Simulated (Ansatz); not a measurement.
Start from CdSe in the zinc blende structure (space group F-43m, No. 216; a = 6.133 Å).

Structures relaxed with r2SCAN (Ansatz, an electronic-structure program, PAW, without spin-orbit coupling).

Base:

Simulated powder pattern, Mo Kα, λ = 0.71073 Å (kinematic, ideal powder, no thermal factors, no anomalous dispersion; the 8 strongest lines at most, above 2 %, up to 2θ = 40°):

| 2θ (°) | I/Imax (%) | hkl |
|---|---|---|
| 11.52 | 100 | (111) |
| 18.86 | 81 | (220) |
| 22.16 | 53 | (311) |
| 26.80 | 15 | (400) |
| 29.26 | 23 | (331) |
| 32.98 | 30 | (422) |
| 35.04 | 17 | (511) |
| 38.27 | 9.1 | (440) |

After one change:

Simulated powder pattern, Mo Kα, λ = 0.71073 Å (kinematic, ideal powder, no thermal factors, no anomalous dispersion; the 8 strongest lines at most, above 2 %, up to 2θ = 40°):

| 2θ (°) | I/Imax (%) |
|---|---|
| 10.44 | 100 |
| 17.09 | 84 |
| 20.06 | 55 |
| 24.26 | 16 |
| 26.47 | 24 |
| 29.82 | 33 |
| 31.68 | 19 |
| 36.21 | 18 |

Question: Name the change that was made.
A. Cd → Zn
B. Se → Br
C. Se → Pb

Answer: B, Se → Br. Its volume per atom is 38.71 Å³ against 28.84 Å³, and its space group is F-43m (No. 216).

Whether these cells are dynamically stable was not tested. As relaxed here, CdBr and CdPb are hypothetical phases, not in the database extracts checked. The final runs are not spin-polarised. An odd electron count without spin: CdBr.
